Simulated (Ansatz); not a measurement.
# Lu in the hcp (Mg type) structure (space group P6_3/mmc, No. 194)

Lu is modelled in the hexagonal space group P6₃/mmc (No. 194), the hcp (Mg type) structure, Pearson symbol hP2. Lattice parameters: a = b = 3.445 Å, c = 5.349 Å, α = β = 90.00°, γ = 120.00°. Lu on 2c is coordinated by 12 Lu at 3.333–3.445 Å (anticuboctahedral). (Neighbours: up to the widest gap in distance over summed covalent radii, below 1.35, at either atom.)

The values are results of PBEsol in Ansatz (plane waves to 420 eV, PAW, spin-orbit coupling left out), not measurements. Γ-centred 16×16×9 mesh, Fermi–Dirac width 0.05 eV.

| Property | Result |
|---|---|
| Volume per atom | 27.49 Å³ |
| Density | 10.57 g/cm³ |
| Band gap | zero |
| Total energy | -14611.484 eV/atom (σ→0; compares only within this code and set-up) |

Stability against distortions was not tested.

Ansatz is an electronic-structure program.
